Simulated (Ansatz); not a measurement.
End structure of the (32-50) surface of hcp Os in its 1x1 cell, outermost plane spacing 0.18 Å in the ideal cut:

```xyz
40
Lattice="4.3465 0.0000 0.0000 0.0000 12.0054 0.0000 0.0000 0.0000 27.0000" Properties=species:S:1:pos:R:3 pbc="T T T"
Os     1.0866     6.3747     8.3948
Os     3.2599     7.8005     8.5082
Os     1.0866    11.1439     8.8791
Os     3.2599     0.4664     9.0287
Os     1.0866     3.9003     9.3870
Os     3.2599     5.3280     9.5145
Os     1.0866     8.5980     9.8495
Os     3.2599    10.0329    10.0160
Os     1.0866     1.3261    10.3794
Os     3.2599     2.7924    10.5170
Os     1.0866     5.9862    10.9828
Os     3.2599     7.5595    11.1235
Os     1.0866    10.7460    11.4868
Os     3.2599     0.3187    11.6703
Os     1.0866     3.4850    12.0193
Os     3.2599     5.0536    12.2535
Os     1.0866     8.2226    12.5965
Os     3.2599     9.7932    12.7703
Os     1.0866     0.9500    13.1280
Os     3.2599     2.5238    13.2697
Os     1.0866     5.6904    13.7303
Os     3.2599     7.2643    13.8720
Os     1.0866    10.4265    14.2297
Os     3.2599    -0.0084    14.4035
Os     1.0866     3.1606    14.7465
Os     3.2599     4.7293    14.9807
Os     1.0866     7.8956    15.3297
Os     3.2599     9.4737    15.5132
Os     1.0866     0.6547    15.8765
Os     3.2599     2.2280    16.0172
Os     1.0866     5.4219    16.4830
Os     3.2599     6.8882    16.6206
Os     1.0866    10.1868    16.9840
Os     3.2599    11.6216    17.1505
Os     1.0866     2.8863    17.4855
Os     3.2599     4.3139    17.6130
Os     1.0866     7.7478    17.9713
Os     3.2599     9.0757    18.1209
Os     1.0866     0.4137    18.4918
Os     3.2599     1.8395    18.6052
```

Slab: 40 atoms, 10.6 Å thick at the start; k 9x3x1, smearing 0.1 eV, dipole-corrected; single point; on the structure that PBE left under its start's symmetry; no spin, no spin-orbit, no U.

Q: Give the work function of the top face at the level r2SCAN, at the PBE geometry in Ansatz (a first-principles code).

A: 4.86 eV
